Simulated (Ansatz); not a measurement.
Defect: interstitial Na in alpha quartz, charge state +1. Computed with PBE, PAW (plane waves to 420 eV; Ansatz, an electronic-structure program).

Cell of 243 host sites held at the relaxed PBE lattice; the Γ point alone; Fermi-Dirac width 0.01 eV, spin-restricted; finite-size errors left in. No zero-point or tunnelling terms. The charge state is imposed; whether it is stable for some Fermi level was not computed. Sites that were not tried may lie lower.

Barriers: single points on a 2×2×2 k-point mesh shifted by half a step along c at the bands' geometries.

Relaxed starting cell (atoms counted from 1):

```
NaO162Si81
1.0
   15.06338     0.00000     0.00000
   -7.53169    13.04527     0.00000
    0.00000     0.00000    16.52854
Si O Na
81 162 1
Direct
  0.99675   0.15923   0.10921
  0.99922   0.15828   0.44462
  0.00027   0.15556   0.77591
  0.99966   0.48360   0.10634
  0.00006   0.49186   0.44447
  0.99909   0.48907   0.77892
  0.00091   0.82604   0.11203
  0.99998   0.82606   0.44297
  0.00019   0.82760   0.77630
  0.33316   0.15641   0.11315
  0.34063   0.17799   0.44698
  0.33420   0.15960   0.77739
  0.33443   0.49146   0.10940
  0.33345   0.49084   0.44497
  0.33491   0.49226   0.77897
  0.33436   0.82877   0.11328
  0.33063   0.81126   0.44467
  0.33258   0.82541   0.77790
  0.66516   0.15979   0.11242
  0.66968   0.16198   0.44492
  0.66526   0.15683   0.77601
  0.66841   0.49696   0.10732
  0.66846   0.49404   0.44372
  0.67126   0.49574   0.78073
  0.66704   0.82514   0.11021
  0.66694   0.82612   0.44387
  0.66310   0.82762   0.77719
  0.17269   0.17238   0.00097
  0.17403   0.17384   0.33428
  0.17501   0.17386   0.66513
  0.17539   0.50410   0.99640
  0.17439   0.50581   0.33352
  0.17149   0.50291   0.66991
  0.17444   0.84032   0.99988
  0.16222   0.82164   0.33023
  0.17657   0.84341   0.66413
  0.50723   0.17464   0.99931
  0.51966   0.18887   0.33255
  0.50574   0.17130   0.66404
  0.51000   0.51100   0.99823
  0.50809   0.50803   0.33276
  0.51606   0.51629   0.67080
  0.50823   0.84310   0.00120
  0.50758   0.83802   0.33231
  0.50527   0.84024   0.66470
  0.83575   0.17252   0.99995
  0.84092   0.17383   0.33337
  0.84207   0.17485   0.66701
  0.84246   0.50761   0.99825
  0.84256   0.50904   0.33230
  0.84301   0.50850   0.66783
  0.84442   0.84428   0.00125
  0.84073   0.84155   0.33261
  0.83736   0.84069   0.66805
  0.16311   0.99453   0.22647
  0.16859   0.00531   0.55066
  0.15998   0.99998   0.88860
  0.15817   0.33210   0.21912
  0.15795   0.33289   0.55560
  0.16280   0.33080   0.88693
  0.15781   0.65973   0.21835
  0.15838   0.66296   0.56016
  0.15894   0.66496   0.88884
  0.48964   0.00115   0.22662
  0.48834   0.99895   0.55047
  0.49213   0.00001   0.88858
  0.49535   0.33696   0.21715
  0.49800   0.34012   0.55891
  0.49395   0.33503   0.88838
  0.49238   0.66572   0.21992
  0.49372   0.66669   0.55569
  0.48815   0.66813   0.88909
  0.82381   0.99966   0.22193
  0.82412   0.00027   0.55525
  0.82392   0.00000   0.88854
  0.82706   0.33322   0.22156
  0.82672   0.33423   0.55738
  0.82012   0.33187   0.88810
  0.82492   0.66695   0.22166
  0.82584   0.66778   0.55816
  0.83178   0.66907   0.89027
  0.08082   0.13673   0.06678
  0.08486   0.13776   0.40221
  0.08144   0.13073   0.73028
  0.08354   0.46172   0.06313
  0.08348   0.46958   0.40045
  0.08231   0.46337   0.73856
  0.08408   0.80420   0.06735
  0.07551   0.79275   0.39822
  0.08540   0.81021   0.72981
  0.41767   0.13717   0.06782
  0.43227   0.16667   0.40213
  0.41765   0.13747   0.73292
  0.42199   0.47308   0.06818
  0.41713   0.46964   0.39995
  0.42580   0.47934   0.73802
  0.42309   0.81234   0.07261
  0.41766   0.79535   0.40142
  0.41747   0.80528   0.73393
  0.74716   0.13437   0.06974
  0.75273   0.13824   0.40294
  0.75289   0.13807   0.73563
  0.75463   0.47605   0.06728
  0.75104   0.47103   0.39909
  0.75491   0.47352   0.73702
  0.75341   0.80569   0.06839
  0.75275   0.80585   0.40201
  0.74783   0.80525   0.73588
  0.19090   0.27355   0.28499
  0.19375   0.28012   0.62462
  0.19741   0.27949   0.95814
  0.19493   0.61146   0.28985
  0.18831   0.61001   0.63225
  0.19489   0.61118   0.95680
  0.19958   0.93692   0.29359
  0.20288   0.94944   0.61766
  0.19573   0.94599   0.95655
  0.54313   0.28800   0.28032
  0.53028   0.27898   0.62233
  0.52849   0.28093   0.95727
  0.52774   0.61318   0.28946
  0.53487   0.61987   0.62539
  0.52740   0.61552   0.95539
  0.52241   0.94439   0.29431
  0.52066   0.94208   0.61739
  0.52927   0.94863   0.95770
  0.86104   0.27968   0.29117
  0.86377   0.28188   0.62560
  0.85285   0.27756   0.95812
  0.86255   0.61503   0.29011
  0.86355   0.61439   0.62503
  0.87062   0.61667   0.95719
  0.86174   0.94745   0.28986
  0.85868   0.94577   0.62350
  0.86117   0.94797   0.95716
  0.25335   0.05030   0.15950
  0.26267   0.06270   0.48348
  0.24979   0.05391   0.82072
  0.24923   0.38548   0.15221
  0.24744   0.38482   0.48709
  0.25407   0.38316   0.82004
  0.25132   0.72111   0.15505
  0.25524   0.71226   0.49710
  0.24766   0.71913   0.82005
  0.57871   0.05781   0.15961
  0.57796   0.05567   0.48282
  0.58070   0.05131   0.81950
  0.57812   0.38986   0.14498
  0.58335   0.38837   0.48735
  0.58367   0.38870   0.82041
  0.58179   0.71814   0.15170
  0.58120   0.72028   0.48606
  0.57509   0.72265   0.81907
  0.91289   0.05412   0.15367
  0.91424   0.05235   0.48726
  0.91327   0.05185   0.81997
  0.91495   0.38004   0.15180
  0.91456   0.38674   0.48778
  0.91190   0.38458   0.82177
  0.91346   0.71981   0.15262
  0.91715   0.72644   0.49232
  0.91783   0.72051   0.81920
  0.27528   0.18976   0.04750
  0.28285   0.20697   0.37897
  0.27999   0.19566   0.70986
  0.28117   0.52638   0.04031
  0.27997   0.52888   0.37816
  0.27862   0.52374   0.70992
  0.27999   0.86258   0.04449
  0.26524   0.83307   0.37501
  0.28035   0.86273   0.70942
  0.61229   0.19486   0.04330
  0.62261   0.20481   0.37576
  0.61094   0.18769   0.70463
  0.61884   0.53661   0.03870
  0.61379   0.53021   0.37670
  0.62186   0.53801   0.71385
  0.61461   0.86185   0.04159
  0.61435   0.86171   0.37429
  0.61277   0.86579   0.70733
  0.94276   0.19479   0.04138
  0.94700   0.19406   0.37519
  0.94787   0.19424   0.70883
  0.94627   0.52065   0.03928
  0.94743   0.53024   0.37730
  0.94906   0.52699   0.70893
  0.95044   0.86909   0.04685
  0.94688   0.86212   0.37502
  0.94391   0.86317   0.71050
  0.14444   0.07787   0.27380
  0.14665   0.08927   0.59314
  0.13866   0.08429   0.93197
  0.14026   0.41714   0.26510
  0.13729   0.41848   0.59768
  0.14189   0.41754   0.92623
  0.12559   0.73871   0.25873
  0.14085   0.75329   0.59627
  0.13925   0.75037   0.93240
  0.46718   0.08241   0.27815
  0.46494   0.08182   0.59428
  0.47190   0.08604   0.93047
  0.47379   0.41835   0.26472
  0.48225   0.42638   0.60354
  0.47326   0.42020   0.93108
  0.47292   0.75253   0.26156
  0.46932   0.74992   0.59742
  0.46679   0.75166   0.93427
  0.80207   0.08384   0.26543
  0.80454   0.08644   0.59753
  0.80191   0.08457   0.93087
  0.81036   0.42167   0.26281
  0.80486   0.41900   0.59927
  0.79976   0.41801   0.92959
  0.80414   0.75202   0.26452
  0.80069   0.74937   0.60145
  0.81309   0.75509   0.93360
  0.05140   0.25044   0.17589
  0.05212   0.24774   0.51276
  0.05815   0.24468   0.84363
  0.05595   0.57347   0.17357
  0.05556   0.58156   0.51245
  0.05310   0.57986   0.84608
  0.05715   0.91074   0.18395
  0.06651   0.92211   0.50329
  0.05431   0.91575   0.84526
  0.38754   0.24639   0.18113
  0.38688   0.26087   0.51852
  0.38882   0.24955   0.84492
  0.38578   0.58094   0.17799
  0.38857   0.57818   0.51445
  0.38169   0.58183   0.84767
  0.38319   0.91828   0.18302
  0.38464   0.91793   0.49882
  0.38585   0.91410   0.84670
  0.71942   0.24993   0.17984
  0.72046   0.24737   0.51573
  0.71527   0.24819   0.84304
  0.71866   0.58133   0.17959
  0.72294   0.58275   0.51210
  0.72418   0.58235   0.85090
  0.71800   0.91363   0.17962
  0.71815   0.91615   0.51177
  0.71725   0.91564   0.84623
  0.34162   0.99993   0.38802
```
Cell charge +1.

End state 1 differs by these moves (Å; atoms that move under 0.15 Å are left out):

```tsv
atom	element	Δx	Δy	Δz
11	Si	0.07	-0.28	-0.13
17	Si	-0.18	0.24	-0.09
35	Si	-0.16	0.09	0.09
42	Si	-0.05	-0.18	-0.08
46	Si	0.14	0.13	-0.08
55	Si	-0.30	0.04	-0.09
64	Si	0.28	0.08	-0.13
87	O	-0.03	0.21	-0.11
89	O	-0.04	-0.01	0.14
92	O	0.00	-0.43	-0.24
96	O	-0.03	-0.14	-0.05
98	O	-0.21	0.21	-0.16
100	O	0.08	0.19	-0.13
113	O	0.16	0.09	-0.22
115	O	-0.46	-0.07	-0.05
118	O	-0.08	0.02	0.16
124	O	0.24	0.07	-0.13
129	O	0.20	0.14	-0.10
137	O	-0.07	-0.17	-0.01
142	O	-0.02	0.16	0.12
143	O	-0.25	0.15	-0.25
145	O	0.27	-0.06	-0.21
164	O	0.06	-0.23	-0.13
170	O	-0.17	0.43	-0.05
173	O	-0.05	0.07	0.16
177	O	-0.02	-0.24	-0.10
187	O	0.00	-0.18	-0.22
190	O	-0.28	0.08	-0.16
196	O	-0.01	0.05	0.14
199	O	0.37	0.22	-0.24
203	O	-0.12	-0.16	-0.13
210	O	0.11	0.10	-0.05
216	O	-0.20	-0.08	-0.11
223	O	-0.25	0.15	-0.25
224	O	-0.15	-0.05	0.12
227	O	0.19	-0.20	-0.21
232	O	0.11	0.14	-0.01
244	Na	-0.18	0.11	-1.82
```

Task: Predict the forward and backward barriers to end state 1 from PBE, PAW.

Result: forward 0.11 eV, backward 0.11 eV; at the saddle point atom 244 has neighbours 2 O at 2.20, 2 O at 2.22; Si at 2.79, Si at 2.83 Å. The saddle point's order was not checked, and it lies on a symmetry element of the cell, where a band can be held.
